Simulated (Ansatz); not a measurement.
Amorphous Te20Se5O30, 55 atoms at 4.55 g/cm³, one PBE-relaxed geometry, zone centre. Methods: PBE, scalar-relativistic without spin-orbit coupling (Ansatz, a program for electronic structure); r2SCAN, scalar-relativistic without spin-orbit coupling (Ansatz). Plane waves to 420 eV (r2SCAN 500 eV). At PBE the levels at the filled edge of the gap are localised (band-tail or defect states). The higher rungs were started with moments on some atoms, which died out.

It comes from a melt-quench run on a machine-learned potential (CHGNet), relaxed afterwards by DFT. O atoms were pushed apart under 1.9 Å during the dynamics, to hinder bonds among them. The hot cell started wider than the set density and was brought back towards it in steps. It is the lowest in DFT energy of 2 quenches. It is a model cell: composition and starting density were chosen by hand, and all elements were melted together. No dispersion term was used. Its density started from a set value of 5.71 and ended at 4.55 g/cm³. The quench (nominally 190 K/ps over its main leg) was far faster than any real one, so the model tends to hold more defects than a real film. Values belong to this one cell and scatter from quench to quench. The volume was free in the relaxation, at fixed shape. On a 2×2×2 Γ-centred mesh force components of up to 0.12 eV/Å stay, since the relaxation ran on the zone centre alone.

The relaxation ran on the zone centre alone. At PBE the level gap is 1.22 eV on a 2×2×2 Γ-centred mesh, and the spacing at the zone centre alone 1.27 eV.

Task: What zone-centre spacing does r2SCAN give, roughly?

Result: 1.49 eV (+0.21 eV against PBE).

The highest filled and the lowest empty state spread over these numbers of atoms (participation numbers): PBE: 3.1 and 10.3; r2SCAN: 3.3 and 9.0.
